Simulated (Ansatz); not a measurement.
Structures of equal composition on the (000-1) surface of wurtzite GaN (N plane on top): 2x2 Ga adatom at H3; 2x2 Ga adatom at T1; 2x2 Ga adatom at T4. The slabs share one bottom face, and each structure is named by its start. These are constructed structures in small cells; real faces may alloy, dewet or reconstruct in larger ones, and not all known structures of the face are among them. Slabs of about 14 Å, Fermi-Dirac smearing of 0.025 eV. Bottom of the slabs: H caps. Relaxed from the named starts with such symmetry as they have, on meshes of like density; energies extrapolated to zero smearing; spin only where a row says so; no spin-orbit coupling, no U. Brackets mark spin-polarised runs, whose order is one that fits the cell. Where a second, spin-polarised start was run, the lower counts.

These are r2SCAN, at the PBE geometry (plane waves to 500 eV, PAW; Ansatz, a first-principles code) values and carry that method's errors.

### Question
Put the candidates in order of energy per 1x1 cell, lowest first, for r2SCAN, at the PBE geometry.

### Answer
2x2 Ga adatom at H3 (0.000 eV, gap 0.79 eV on the mesh), 2x2 Ga adatom at T4 (0.266 eV (3 Ga–N bonds formed), gap 0.42 eV on the mesh), 2x2 Ga adatom at T1 (0.467 eV, no gap on the mesh)
